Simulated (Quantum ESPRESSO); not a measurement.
Quantum ESPRESSO run on TiTc (P4mm, 2 atoms in the cell): relaxation of the atoms.

Method: LDA (PZ), GBRV 1.5 ultrasoft (LDA) pseudopotentials (plane waves; Quantum ESPRESSO).

The input file:

```fortran
&CONTROL
    calculation = 'relax'
    prefix = 'pwscf'
    outdir = './work'
    pseudo_dir = './'
    verbosity = 'high'
    forc_conv_thr = 3.9e-05
/
&SYSTEM
    ibrav = 0
    nat = 2
    ntyp = 2
    ecutwfc = 50
    ecutrho = 400
    occupations = 'smearing'
    smearing = 'fd'
    degauss = 0.0073499
/
&ELECTRONS
    conv_thr = 1.0d-10
/
&IONS
/
ATOMIC_SPECIES
Ti    47.8670  ti_lda_v1.4.uspp.F.UPF
Tc    97.9072  tc_lda_v1.uspp.F.UPF
CELL_PARAMETERS {bohr}
   5.865243129     0.000000000     0.000000000
   0.000000000     5.865243129     0.000000000
   0.000000000     0.000000000     5.865243129
ATOMIC_POSITIONS {crystal}
Ti    0.500000000    0.500000000    0.548329000
Tc    0.000000000    0.000000000    0.000000000
K_POINTS {automatic}
9 9 9  0 0 0
```

Log, with long lists cut:

```
     Self-consistent Calculation

     iteration #  1     ecut=    50.00 Ry     beta= 0.70

---- Real-time Memory Report at c_bands before calling an iterative solver
           131 MiB given to the printing process from OS
            49 MiB allocation reported by mallinfo(arena+hblkhd)
------------------

     negative rho (up, down):  1.343E-01 0.000E+00

     total energy              =    -291.67340042 Ry
     estimated scf accuracy    <       3.69743663 Ry

     iteration #  2     ecut=    50.00 Ry     beta= 0.70

---- Real-time Memory Report at c_bands before calling an iterative solver
   [... lines left out ...]
           164 MiB given to the printing process from OS
            60 MiB allocation reported by mallinfo(arena+hblkhd)
------------------

     negative rho (up, down):  1.267E-01 0.000E+00

     total energy              =    -293.70877059 Ry
     estimated scf accuracy    <          8.3E-09 Ry

     iteration # 15     ecut=    50.00 Ry     beta= 0.70

---- Real-time Memory Report at c_bands before calling an iterative solver
           164 MiB given to the printing process from OS
            60 MiB allocation reported by mallinfo(arena+hblkhd)
------------------

     negative rho (up, down):  1.267E-01 0.000E+00
     End of self-consistent calculation

     the Fermi energy is    18.0187 ev

!    total energy              =    -293.70877059 Ry
     estimated scf accuracy    <          7.6E-12 Ry
     smearing contrib. (-TS)   =      -0.00421682 Ry
     internal energy E=F+TS    =    -293.70455377 Ry

     convergence has been achieved in  15 iterations

     negative rho (up, down):  1.267E-01 0.000E+00

     Forces acting on atoms (cartesian axes, Ry/au):

     atom    1 type  1   force =     0.00000000    0.00000000   -0.03945496
     atom    2 type  2   force =     0.00000000    0.00000000    0.03945496

     Total force =     0.055798     Total SCF correction =     0.000002

     BFGS Geometry Optimization
     Energy error            =      3.1E-03 Ry
     Gradient error          =      3.9E-02 Ry/Bohr

   [... lines left out ...]
     the Fermi energy is    18.0181 ev
!    total energy              =    -293.71447643 Ry
     Total force =     0.000018     Total SCF correction =     0.000002
     bfgs converged in   5 scf cycles and   4 bfgs steps
   [... lines left out ...]
     (criteria: energy <  1.0E-04 Ry, force <  3.9E-05 Ry/Bohr)

     End of BFGS Geometry Optimization

     Final energy             =    -293.7144764305 Ry

     File ./work/pwscf.bfgs deleted, as requested
Begin final coordinates

ATOMIC_POSITIONS (crystal)
Ti               0.5000000000        0.5000000000        0.5241720509
Tc               0.0000000000        0.0000000000        0.0241569491
End final coordinates

   JOB DONE.
```

The run converged.  The full log also holds: “SCF correction compared to forces is large: reduce conv_thr to get better values”.

Summary of the result:
* **Free energy E − TS**: -3996.1890 eV
* **Fermi level (on the code's own zero)**: 18.02 eV
* **Relaxation steps**: 4

The starting cell comes from a database of computed structures (which also holds hypothetical and non-ambient phases and stackings), without a prior relaxation at this level. Its lattice was rescaled by up to half a per cent. For this run, on top of that: one atom moved by 0.15 angstrom. Spin polarisation is off. The relaxation keeps the symmetry of its start, so its end need not be a minimum.

Cost on one core of a shared machine: roughly 3 min.
